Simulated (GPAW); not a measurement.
GPAW run on CaSiAu (P3m1, 3 atoms in the cell): self-consistent single point.

Method of the run: GPAW 25.7.0 with LDA (Perdew-Wang 92), real-space grid, GPAW PAW datasets LDA (gpaw-data 1.0.1).

```
CELL_PARAMETERS angstrom
      4.30595     0.00000     0.00000
     -2.15298     3.72906     0.00000
      0.00000     0.00000     3.92279
ATOMIC_POSITIONS crystal
  Ca 0.00000 0.00000 0.01275
  Si 0.66667 0.33333 0.50000
  Au 0.33333 0.66667 0.50000
```

Reference input (self-consistent single point, DFT LDA (Perdew-Wang 92), real-space grid, GPAW PAW datasets LDA (gpaw-data 1.0.1)): mode = fd; h = 0.2 Å; xc = LDA; kpts = 4 4 4; mesh shift (steps) = 0 0 0; occupations.name = fermi-dirac; occupations.width = 0.1 eV; nbands = -11; convergence.density = 1e-05 e/electron; symmetry.symmorphic = false; symmetry.tolerance = 0.0005; maxiter = 150. This run's input differs from it in these lines:

```diff
@@ -17,3 +17,3 @@
             occupations={'name': 'fermi-dirac', 'width': 0.1},
-            nbands=-11,
+            nbands=12,
             convergence={'density': 1e-05},
```

Output (repeated stretches shortened):

```
Input parameters:
  convergence: {density: 1e-05}
  h: 0.2
  kpts: {gamma: True,
         size: (4, 4, 4)}
  maxiter: 150
  mode: fd
  nbands: 12
  occupations: {name: fermi-dirac,
                width: 0.1}
  symmetry: {symmorphic: False,
             tolerance: 0.0005}

species:
  Ca:
    name: Calcium
    Z: 20.0
    valence: 10
    core: 10
    charge: 0.0
    file: Ca.LDA.gz

    # Using partial waves for Ca as LCAO basis

  Si:
    name: Silicon
    Z: 14.0
    valence: 4
    core: 10
    charge: 0.0
    file: Si.LDA.gz

    # Using partial waves for Si as LCAO basis

  Au:
    name: Gold
    Z: 79.0
    valence: 11
    core: 68
    charge: 0.0
    file: Au.LDA.gz

    # Using partial waves for Au as LCAO basis

Reference energy: -542638.698973  # eV

Spin-paired calculation

Traceback (most recent call last):
   [... frames left out ...]
ValueError: Too few bands!  Electrons: 25.000000, bands: 12
```

The program stopped before any SCF iteration. 

The starting cell comes from a database of computed structures (which also holds hypothetical and non-ambient phases and stackings), without a prior relaxation at this level. Its lattice was rescaled by up to half a per cent. One atom was moved a little off its site on purpose. Spin-orbit coupling is off.
